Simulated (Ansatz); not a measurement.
The parent structure is Re in the hcp (Mg type) structure (space group P6_3/mmc, No. 194; a = 2.752 Å, c = 4.440 Å; relaxed with 0.1 eV smearing). Axes: x lies along a and z along c of the hexagonal cell.

Calculations: PBEsol (Ansatz, a quantum-chemistry and plane-wave program; PAW; 420 eV plane waves; no spin-orbit coupling).

Before the change:

Pressure: 0.0 GPa

One thing is altered: the cell is stretched by 1.00 % along z with no lateral relaxation; the atoms relax in the strained cell.

**Question.** What happens to the pressure?

**Answer.** The pressure (mean of the normal stresses, compression positive) goes from zero to -3.8 GPa.

**Question.** What happens to the energy relative to the base?

**Answer.** The energy goes up by 3.1 meV/atom.

Whether these cells are dynamically stable was not tested. The final runs are not spin-polarised.
